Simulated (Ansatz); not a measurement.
## The (110) surface of MnP-type NiSi in its 1x1 cell (cut with top plane Si, bottom plane Si), outermost plane spacing 0.40 Å in the ideal cut (one of several cuts of this face), with 2 Si a cell over the bulk's ratio

Computed with PBE (plane waves to 420 eV, PAW; Ansatz, a quantum-chemistry and plane-wave program).

Slab: 30 atoms, Ni14Si16, 10.3 Å thick at the start (thin: gaps and levels are the slab's own); k 7x6x1, smearing 0.1 eV, dipole-corrected; all atoms relaxed; symmetry of the start imposed; no spin (magnetic order not tried), no spin-orbit, no U.

| Quantity | Result |
|---|---|
| work function of the top face | 4.57 eV |
| energy released by relaxation | 1.39 eV |
| cost | around 90 core-minutes (rough) |
